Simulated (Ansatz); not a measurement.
# fcc Cu: the defect N interstitial

These are PBE, PAW (plane waves to 420 eV; Ansatz, a program for electronic structure) values and carry that method's errors. Set-up: 32-site cell; 6×6×6 shifted k-points; start: void with 6Cu nearest; no Hubbard U; finite-size errors of tenths of an eV; the relaxation kept the symmetry of the starting site; relaxed from one start, so a lower configuration may exist.

Neighbours after relaxation, in Å: of the N atom: Cu 1.93, Cu 1.93, Cu 1.93, Cu 1.93, Cu 1.93, Cu 1.93.

Formation energies E_f are those of the neutral cell. Chemical conditions: host crystal and elements as references (Δμ(N) = 0.00 eV; N taken from its element, since no compound that bounds it was computed at this level; only phases computed here count, gases as isolated molecules at 0 K). Reference phases: N: N2 molecule in a box.

The name describes the start; the neighbours show where the added atom ended.

```json
[
 {"charge": "0", "moment (μB)": "not spin-polarised", "point group": "Oh", "largest move off a lattice site (Å)": "0.12", "E_f, host crystal and elements as references (eV)": "2.28"}
]
```

Point groups are those of the whole cell at tolerances of 0.03 and 0.1 Å ("near" where only the looser one holds); none is given for unsettled states.
